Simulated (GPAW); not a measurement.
Band structure of SnO (P4/nmm, 4 atoms in the cell).

```xyz
4
Lattice="3.7913 0.0000 0.0000 0.0000 3.7913 0.0000 0.0000 0.0000 4.8289" Properties=species:S:1:pos:R:3 pbc="T T T"
Sn     1.8956     0.0000     3.6796
Sn     0.0000     1.8956     1.1493
O      1.8956     1.8956     0.0000
O      0.0000     0.0000     0.0000
```

Method of the run: PBE, GPAW PAW datasets PBE (gpaw-data 1.0.1) (plane waves; GPAW).

Settings: mode = pw; ecut = 900 eV; xc = PBE; kpts = 7 7 6; mesh shift (steps) = 0 0 0; occupations.name = fermi-dirac; occupations.width = 0.02 eV; nbands = -4; convergence.forces = 0.001 eV/Å; convergence.bands = -2; symmetry.symmorphic = false; symmetry.tolerance = 0.0005; maxiter = 120; bandpath_npoints = 40.

The starting cell has typed, rounded lattice constants, without a prior relaxation at this level. Its lattice was rescaled by a random factor within 2.5 % of one.

**Question.** Predict the gap along the standard path and the places of the band edges.

**Answer.** The gap along the path is 0.00 eV, from Γ to M; the smallest direct gap on it is 1.95 eV.

Levels in eV from the top of the valence band on the SCF mesh, bands 17 to 24:
| point | 17 | 18 | 19 | 20 | 21 | 22 | 23 | 24 |
|---|---|---|---|---|---|---|---|---|
| Γ | -3.62 | -3.31 | -3.31 | 0.00 | 2.09 | 4.32 | 4.65 | 4.65 |
| X | -5.01 | -5.01 | -2.81 | -2.81 | 3.17 | 3.17 | 5.90 | 5.90 |
| M | -2.65 | -2.65 | -1.94 | -1.94 | 0.00 | 0.00 | 4.42 | 4.42 |
| Z | -3.33 | -3.33 | -3.11 | -2.35 | 1.67 | 2.90 | 2.90 | 3.66 |
| R | -4.97 | -4.97 | -1.83 | -1.83 | 2.55 | 2.55 | 5.40 | 5.40 |
| A | -2.74 | -2.74 | -2.65 | -2.65 | 2.27 | 2.27 | 4.02 | 4.02 |
